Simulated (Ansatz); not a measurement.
The starting structures come from a database of crystals and need not be the phases stable at ambient conditions.

```
CELL_PARAMETERS angstrom
      6.63898     0.01015    -0.01973
      1.76608     6.39978    -0.01973
      3.10683    -2.68357     5.21753
ATOMIC_POSITIONS crystal
  Tl 0.25000 0.00000 0.75000
  Tl 0.75000 0.00000 0.25000
  In 0.75000 0.50000 0.75000
  In 0.25000 0.50000 0.25000
  Se 0.32401 0.50000 0.82401
  Se 0.67599 0.50000 0.17599
  Se 0.17599 0.14802 0.32401
  Se 0.82401 0.85198 0.67599
```

Space group of this cell: I4/mcm. The cell was relaxed by PBE-D3(BJ); by PBEsol its mean pressure is -0.9 GPa.

Transport runs along the normal of the first two printed cell vectors, the (101) plane of the conventional cell.

The gap is the functional's own. No spin-orbit coupling. Mid-gap values are interpolated on the energy grid.

Question: Compute, with PBEsol (Ansatz, a program for electronic structure), the band gap and the smallest decay constant κ at mid-gap.

Answer: Gap 0.46 eV on a 6×6×6 mesh; κ = 0.146 1/Å, at (-0.333, 0.167) of the in-plane reciprocal vectors. At the zone centre, at the nearest computed energy, the slowest state has κ = 0.20 1/Å.
